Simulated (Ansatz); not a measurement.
We consider CsCl-type CoAl, described by B3LYP (VWN-RPA form) (Ansatz, a program for electronic structure, PAW).

Settings: plane-wave cutoff 460 eV, 10×10×10 k mesh, Fermi–Dirac smearing 0.05 eV, no spin polarisation, scalar-relativistic PAW data made under PBE.

Energies at three volumes about the minimum:

| V (Å³/atom) | E − E_lowest (meV/atom) |
|---|---|
| 11.083 | 4.22 |
| 11.299 | 0.00 |
| 11.651 | 3.69 |

Question: Fit a parabola by hand: where is the minimum, what lattice constant follows, and what is the bulk modulus?

Answer: Slopes: (0.00 − 4.22)/(11.299 − 11.083) = -19.537 and (3.69 − 0.00)/(11.651 − 11.299) = 10.483 meV/Å³. Curvature E″ = 2 × (10.483 − (-19.537))/(11.651 − 11.083) = 105.704 meV/Å⁶. From the middle of the first interval, the slope vanishes at V0 = 11.1910 − (-19.537)/105.704 = 11.376 Å³/atom. B = V0 E″ = 11.376 × 105.704 meV/Å³ × 0.1602 GPa per meV/Å³ = 193 GPa. With 2 atoms in the cube, a = (2 × 11.376)^(1/3) = 2.834 Å. The full Birch–Murnaghan fit to all volumes gives V0 = 11.369 Å³/atom and B0 = 189 GPa.

Measured, for comparison: bulk modulus 162 GPa, lattice constant a 2.861 Å (room temperature, not corrected to a static lattice; as tabulated in Yamada et al. (2019), arXiv:1910.09660). Computed (rounded) less measured: bulk modulus +17 %.

Note: the run has no spin polarisation, so it can have missed a magnetic state.
